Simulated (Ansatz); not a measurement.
Structures of equal composition on the (111) surface of fcc Pt: one row in 3 of the top plane missing; (√3x√3)R30°, one Pt site of the top plane empty. The slabs share one bottom face, and each structure is named by its start. These are constructed structures in small cells; real faces may alloy, dewet or reconstruct in larger ones, and not all known structures of the face are among them. Slabs of about 11 Å with all that they carry, Fermi-Dirac smearing of 0.1 eV. Bottom of the slabs: a bare face, its two planes held. Relaxed from the named starts with such symmetry as they have, on meshes of like density; energies extrapolated to zero smearing; no spin-orbit coupling, no U. Spin-polarised runs, if any, are marked in brackets, and their order is one that fits the cell; the others ran without spin. The cells differ, so small differences also carry the error of unlike k-meshes.

These are PBE (plane waves to 420 eV, PAW; Ansatz, a quantum-chemistry and plane-wave program) values and carry that method's errors.

Q: Put the candidates in order of energy per 1x1 cell, lowest first, for PBE.

A: one row in 3 of the top plane missing (0.00 eV), (√3x√3)R30°, one Pt site of the top plane empty (0.09 eV)
